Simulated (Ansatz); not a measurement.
SrO (Fm-3m), Ansatz (a program for electronic structure) with PBE, rigid bands: N_v = 2.68e20 cm⁻³ at 300 K and a hole conductivity mass of 1.36 mₑ.

Task: For 1e16 holes per cm³ at 300 K, place the Fermi level, estimate the Seebeck coefficient of a parabolic band with constant τ, and give mobility and conductivity for τ = 50 fs.

Result: The level lies k_BT ln(N_v/p) = 0.264 eV above the valence-band maximum. S ≈ +(k_B/e)[ln(N_v/p) + 5/2] = 1094 μV/K, against 1128 μV/K from the full bands (mean over directions). μ = eτ/m = 64.7 cm²/(V·s) and σ = peμ = 0.104 S/cm. τ is assumed, not computed.

Band transport and this doping are assumed; polarons and phonon drag are left out. Spin-orbit coupling is left out; where it splits the top of the valence band, N_v and the p-type Seebeck coefficient come out somewhat high without it. Geometry: cell and atoms relaxed with PBEsol.
